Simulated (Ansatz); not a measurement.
# WSe2, pressure series

The reference is WSe₂ in the 2H-MoS2 type structure (space group P6_3/mmc, No. 194; a = 3.2791 Å, c = 12.7861 Å; layered, stacked along the Cartesian z axis).

Cell and atoms are relaxed at each pressure.

Computed with PBE-D3(BJ), PAW, 420 eV (Ansatz, a program for electronic structure; without spin-orbit coupling).

Candidates:
(a) pressure 30 GPa
(b) pressure 50 GPa
(c) pressure 3 GPa
(d) pressure −1 GPa

Before the change:

The c/a ratio is 3.899.

### Question
Order them by c/a ratio, lowest first.

### Answer
(a) pressure 30 GPa (3.754), (b) pressure 50 GPa (3.771), (c) pressure 3 GPa (3.825), (d) pressure −1 GPa (3.949)

A case with no gap was solved on a k-mesh chosen for an insulator, which is coarse for it. Load acts through the strain it causes; cell and atoms are relaxed under it. Stability against distortions was not tested. No other phases were tried under pressure. The final runs are not spin-polarised.
